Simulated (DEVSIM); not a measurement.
Device: illuminated Si p-on-n cell, one wavelength, at 300 K.

```csv
layer (left to right),material,thickness (μm),Nd (cm⁻³),Na (cm⁻³),τn (s),τp (s),absorption coefficient (cm⁻¹)
1,Si,0.600,-,6.5e18,1.1e-8,2e-7,12000
2,Si,75.0,2.3e16,-,5.5e-7,5.5e-7,12000
```

Left contact: ohmic, minority electron recombination velocity 500 cm/s. Right contact: ohmic, minority hole recombination velocity 70000 cm/s. Voltage is applied to the left contact. Recombination: SRH at mid-gap, radiative, Auger. Light enters at the left, 1.3e17 photons cm⁻² s⁻¹, one pass, no reflection. Mobility is μmin + (μ − μmin)/(1 + (N/Nref)^α).

The device is made up for the run: typed textbook-type constants, with dimensions and the other settings drawn at random. Values at 300 K.

```tsv
parameter	Si
gap (eV)	1.124
affinity (eV)	4.05
permittivity	11.7
Nc (cm⁻³)	2.86e19
Nv (cm⁻³)	3.1e19
μn (cm²/Vs)	1417
μp (cm²/Vs)	470
μn,min	52
μp,min	45
Nref,n	9.7e16
Nref,p	2.2e17
αn	0.68
αp	0.72
B (cm³/s)	4.7e-15
Cn (cm⁶/s)	2.8e-31
Cp (cm⁶/s)	9.9e-32
```

Simulated with DEVSIM: 1D drift-diffusion, Boltzmann statistics, complete ionisation; no tunnelling, impact ionisation, image-force lowering or self-heating.

The recombination velocity at the left contact was swept, all else fixed.

```csv
recombination velocity at the left contact (cm/s),short-circuit current (mA/cm²),largest power (mW/cm²),open-circuit voltage (V),share of generated pairs collected at short circuit
10,20.2,9.58,0.580,0.968
100,20.2,9.58,0.580,0.968
500,20.1,9.56,0.580,0.966
1000,20.1,9.54,0.580,0.963
10000,19.3,9.16,0.579,0.927
1e5,16.6,7.79,0.574,0.796
1e6,(withheld),6.94,0.571,(withheld)
1e7,14.6,6.81,0.571,0.700
```

Q: Complete the blanks.

A: 
- 1e6, short-circuit current (mA/cm²): 14.9
- 1e6, share of generated pairs collected at short circuit: 0.713
